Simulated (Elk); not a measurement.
Worked example: self-consistent single point of HfMg₆Sn (Amm2, 8 atoms in the cell) in Elk.

Method: PBEsol, spin-orbit coupling in second variation, all-electron FP-LAPW, Elk's shipped species files, default APW+lo basis (Elk).

```
CELL_PARAMETERS angstrom
      4.98242     0.00000     0.00000
      0.00000     3.25551     5.52429
      0.00000    -3.25551     5.52429
ATOMIC_POSITIONS crystal
  Mg 0.50000 0.33261 0.83375
  Mg 0.50000 0.83375 0.33261
  Mg 0.50000 0.33298 0.33298
  Mg 0.00000 0.17340 0.66390
  Mg 0.00000 0.66390 0.17340
  Mg 0.00000 0.16599 0.16599
  Hf 0.00000 0.66911 0.66911
  Sn 0.50000 0.82826 0.82826
```

Reference input (self-consistent single point, DFT, PBEsol, all-electron FP-LAPW, Elk's shipped species files, default APW+lo basis): xctype = 22; stype = 0; swidth = 0.00734986 Ha; ngridk = 4 3 3; maxscl = 100. This run's input differs from it in these lines:…

```diff
@@ -5,2 +5,11 @@
   22
+
+spinorb
+  .true.
+
+lmaxi
+  3
+
+nempty
+  10
```

The program printed (abridged):

```
│ Self-consistent loop started │
│ Loop number : 1 │
 total energy                :     -22469.3153283
 total moment                :  -0.6414858654E-20  0.6673200479E-19  0.2389895290E-19
│ Loop number : 2 │
 total energy                :     -22469.2819109
 total moment                :  -0.9334670517E-21 -0.5067247794E-19  0.2460913667E-19
RMS change in Kohn-Sham potential (target) :   0.4113721865     (  0.1000000000E-05)
Absolute change in total energy (target)   :   0.3341740868E-01 (  0.1000000000E-03)
│ Loop number : 3 │
 total energy                :     -22487.4666365
   [... lines left out ...]
 total energy                :     -22469.2938923
 total moment                :  -0.1372306397E-20  0.2721381146E-19 -0.1947057779E-19
RMS change in Kohn-Sham potential (target) :   0.5031764290E-06 (  0.1000000000E-05)
Absolute change in total energy (target)   :   0.5881314792E-03 (  0.1000000000E-03)
│ Loop number : 16 │
 total energy                :     -22469.2938025
 total moment                :  -0.5777013517E-20  0.4611173785E-19 -0.1458951317E-19
RMS change in Kohn-Sham potential (target) :   0.2100899357E-06 (  0.1000000000E-05)
Absolute change in total energy (target)   :   0.5721612615E-04 (  0.1000000000E-03)
Convergence targets achieved

│ Loop number : 17 │

Energies :
 Fermi                       :     0.174310622412
 xc effective B-field        :    -0.533746398225E-09
 external B-field            :      0.00000000000
 total energy                :     -22469.2937828
 (external B-field energy excluded from total)

Density of states at Fermi energy :    170.2104457
 (states/Hartree/unit cell)

Estimated indirect band gap :   0.4706186260E-03
 from k-point      2 to k-point      8
Estimated direct band gap   :   0.2168270701E-02
 at k-point      8

Charges :
 core                        :    88.00000000
 valence                     :    106.0000000
 interstitial                :    12.66030918
 muffin-tins (core leakage)
  species :    1 (Mg)
   atom    1                 :    10.50018399     (   0.000000000    )
   [... lines left out ...]
  species :    2 (Hf)
   atom    1                 :    0.000000000       0.000000000       0.000000000
  species :    3 (Sn)
   atom    1                 :    0.000000000       0.000000000       0.000000000
 total in muffin-tins        :    0.000000000       0.000000000     -0.1235546697E-19
 total moment                :  -0.1413385138E-19  0.1832054058E-18 -0.4103474883E-20

│ Self-consistent loop stopped │
```

The run converged in 17 iterations. The count includes the last loop, which Elk runs after its targets are met. 

The starting cell comes from a database of computed structures (which also holds hypothetical and non-ambient phases and stackings), without a prior relaxation at this level. Values depend on the basis (sphere radii, cutoffs, local orbitals), which need not be converged. The log's line on a gap gives a spacing of levels on this mesh, which the program prints for metals too.

These are the values that this program gave, and no reference: the basis lacks p1/2 orbitals, which heavy p elements need under spin-orbit coupling.

Cost on one core of a shared machine: roughly 4 min.
